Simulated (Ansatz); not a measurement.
Input and output of a self-consistent single point for ZnAg2SnS4 (Fmm2, 8 atoms in the cell) (Ansatz, a quantum-chemistry and plane-wave program).

Method of the run: PBEsol, default PAW files made with PBE (plane waves; Ansatz).

```
CELL_PARAMETERS angstrom
     -2.77495     2.77495     6.05277
      2.77495    -2.77495     6.05277
      2.77495     2.77495    -6.05277
ATOMIC_POSITIONS crystal
  Zn 0.00413 0.00413 0.00000
  Ag 0.75000 0.25000 0.50000
  Ag 0.25000 0.75000 0.50000
  Sn 0.50000 0.50000 0.00000
  S  0.63948 0.12892 0.00000
  S  0.87108 0.87108 0.51056
  S  0.12892 0.63948 0.00000
  S  0.36052 0.36052 0.48944
```

Reference input (self-consistent single point, DFT, PBEsol, plane waves, default PAW files made with PBE): basis.ecutwfc = 420 eV; kpoints.mp_grid.grid = 5 5 5; hamiltonian.xc = pbesol; hamiltonian.pseudopotentials = {kind: paw} (the program's default PAW files); scf.occupations.method = fermi_dirac; scf.occupations.width = 0.01 eV. This run's input differs from it in these lines:

Ansatz 0.2 input:
```diff
@@ -18,3 +18,3 @@
 kpoints:
-  mp_grid: { grid: [5, 5, 5] }
+  mp_grid: { grid: [15, 15, 15], shift: [0.5, 0.5, 0.5] }
 hamiltonian:
```

Output, abridged:

```
SCF iter   1: F=—  HF=-27817.670492 eV  |F-HF|=—  |Δ(HF+E_count)|=         —  Δρ=5.15e-3  dr2=6.06e-2  ethr=1.77e-3  ⟨swp⟩=6.9  Hψ=112342  notcnv=0  defer=1
all-band conjugate gradients solve this SCF's bands
preconditioner: auto → Resta (q_TF=auto, 2.407 Å⁻¹)
SCF iter   2: F=—  HF=-27817.654988 eV  |F-HF|=—  |Δ(HF+E_count)|=   1.55e-2  Δρ=1.69e-3  dr2=8.23e-3  ethr=6.89e-5  ⟨swp⟩=2.3  Hψ=50440  notcnv=0  defer=1689
   [... lines left out ...]
SCF iter   5: F=—  HF=-27817.652958 eV  |F-HF|=—  |Δ(HF+E_count)|=   3.45e-5  Δρ=1.59e-4  dr2=6.03e-5  ethr=2.55e-7  ⟨swp⟩=2.3  Hψ=38442  notcnv=0  defer=1689
SCF iter   6: F=—  HF=-27817.653001 eV  |F-HF|=—  |Δ(HF+E_count)|=   4.37e-5  Δρ=5.59e-5  dr2=4.92e-6  ethr=6.85e-8  ⟨swp⟩=2.0  Hψ=39215  notcnv=0  defer=1689
SCF iter   7: F=—  HF=-27817.653008 eV  |F-HF|=—  |Δ(HF+E_count)|=   6.54e-6  Δρ=1.05e-5  dr2=2.89e-7  ethr=5.59e-9  ⟨swp⟩=2.0  Hψ=41839  notcnv=0  defer=1689
SCF iter   8: F=-27817.653008 eV  HF=-27817.653008 eV  |F-HF|=4.56e-8  |Δ(HF+E_count)|=   2.18e-7  Δρ=4.07e-6  dr2=2.92e-8  ethr=1.14e-10  ⟨swp⟩=10.8  Hψ=122990  notcnv=0
SCF 1 converged in 8 iterations: F = -27817.653008 eV  dr2 = 2.92e-8
Free energy (F): -27817.653008 eV
Internal energy: -27817.653008 eV  (E = F + TS)
E sigma→0 (E₀):  -27817.653008 eV
Entropy (-TS):   -0.000000 eV (-0.000 meV/atom)
Fermi energy:    7.077389 eV
--- Forces (eV/Å), atoms counted from 1 ---
  atom   1  Zn     0.00000000    -0.00000000    -0.28639965
  atom   2  Ag     0.00000000     0.00000000     0.02348889
  atom   3  Ag     0.00000000    -0.00000000     0.02348889
  atom   4  Sn     0.00000000    -0.00000000    -0.12909680
  atom   5  S     -0.09599906     0.09599906    -0.03519916
  atom   6  S      0.01206929     0.01206929     0.21945853
  atom   7  S      0.09599906    -0.09599906    -0.03519916
  atom   8  S     -0.01206929    -0.01206929     0.21945853
--- Stress (GPa, compression-positive) ---
       -2.497669       0.181536       0.000000
        0.181536      -2.497669       0.000000
        0.000000       0.000000      -2.761291
  P = ⅓ Tr σ = -2.5855 GPa (-25.855 kbar)
  The stress holds the Pulay correction. Without it, at fixed plane waves, as pw.x and ABINIT print it: P = -2.6218 GPa
```

The run converged in 8 iterations. Against the reference run the free energy stays essentially unchanged (within 1 meV/atom), the pressure stays at -2.59 GPa, the largest force stays at 0.286 eV/Å and the gap on the mesh goes from 0.112 to 0.154 eV.

The starting cell comes from a database of computed structures (which also holds hypothetical and non-ambient phases and stackings), without a prior relaxation at this level. Its lattice was rescaled by up to half a per cent. One atom was moved a little off its site on purpose. Ansatz's pressure includes its estimate of the finite-basis (Pulay) stress. The shifted mesh does not hold Γ, so a gap read on it misses any band edge there.

Cost on one core of a shared machine: roughly 8 min.
